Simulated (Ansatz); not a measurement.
Consider WC (space group P-6m2, No. 187; a = 2.9220 Å, c = 2.8473 Å).

(Cell as relaxed with PBE.)

Levels (all Ansatz, a quantum-chemistry and plane-wave program, PAW, earlier PAW set): PBE (420 eV, without spin-orbit coupling); r2SCAN (500 eV, no spin-orbit coupling).

Each level relaxes its own structure.

```json
[
 {"base": "volume per atom", "PBE": "10.53 Å³", "r2SCAN": "10.42 Å³"},
 {"base": "lattice parameter a", "PBE": "292.2 pm", "r2SCAN": "291.3 pm"},
 {"base": "band gap", "PBE": "zero", "r2SCAN": "zero"}
]
```

It is then changed as follows: cell and atoms relaxed at a pressure of 7.5 GPa.

```
quantity                            PBE    r2SCAN
-----------------------------  --------  --------
band gap                           zero      zero
shortest interatomic distance  219.4 pm  218.7 pm
```

PBE's shortest interatomic distance lies 0.7 pm above r2SCAN's (0.3 %); the two agree on the band gap. Neither level is exact; r2SCAN is the comparison here, not a measurement.

Load acts through the strain it causes; cell and atoms are relaxed under it. Whether these cells are dynamically stable was not tested. Competing high-pressure phases were not computed. All final runs are without spin polarisation.
